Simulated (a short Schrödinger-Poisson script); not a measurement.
Structure: gated Al0.33Ga0.67As/GaAs δ-doped gas, at 300 K.

| layer | material | thickness (nm) | Na (cm⁻³) |
|---|---|---|---|
| 1 | Al0.33Ga0.67As | 10 | - |
| 2 | Al0.33Ga0.67As | 3 | - |
| 3 | GaAs | 6000 | 6e15 |

Constants are typed, rounded textbook-type inputs, not results; the design itself was drawn at random and stands for no fabricated device. Al0.33Ga0.67As: permittivity 11.96, conduction-band edge (eV) 0.261, gap (eV) 1.836, electron mass (mₑ) 0.0944, Nv at 300 K (cm⁻³) 9e18. GaAs: permittivity 12.9, conduction-band edge (eV) 0, gap (eV) 1.424, Nv at 300 K (cm⁻³) 9e18.

Channel valleys (confinement mass, in-plane density-of-states mass, number): Γ 0.067, 0.067, 1. At the gate the conduction-band edge of layer 1 lies 1.01 eV − eVg above the Fermi level of the channel; the field vanishes at the back. Sheet of ionised δ-doping: +2.1e12 e/cm² at 10 nm from the gate. The barrier under the gate holds no holes. Gaps are held at their typed values at every temperature. Mesh 0.08 nm at interfaces.

From a short Schrödinger-Poisson script (our own, NumPy): 1D Poisson equation in equilibrium, electrons quantum, Hartree plus LDA exchange-correlation (BenDaniel-Duke, 40 states a valley, the channel's in-plane mass for all, wave functions free to enter the barrier), parabolic valleys, classical holes, full ionisation, no traps, pinning or gate leakage.

The same stack at other levels of the model or other numerical settings:

| run | sheet density of all electrons at Vg = 0.5 V (cm⁻²) | capacitance at Vg = 0.5 V (μF/cm²) | centroid of the channel electrons at Vg = 0.5 V (nm) | rough cost against the base |
|---|---|---|---|---|
| base | 9.57e10 | 0.312 | 7.70 | about 1 |
| electrons treated as classical, Boltzmann | 1.14e11 | 0.354 | 5.48 | 0.03 |
| electrons treated as classical, Fermi-Dirac | 1.09e11 | 0.332 | 5.71 | 0.2 |
| electrons treated as quantum, Hartree | 8.69e10 | 0.288 | 7.91 | about 1 |
| mesh six times as coarse | 9.57e10 | 0.311 | 7.70 | 0.2 |
| one subband a valley | 8.31e10 | 0.293 | 5.87 | 0.3 |

The classical rows ignore confinement, and Boltzmann statistics overrate the density once the band edge passes the Fermi level.
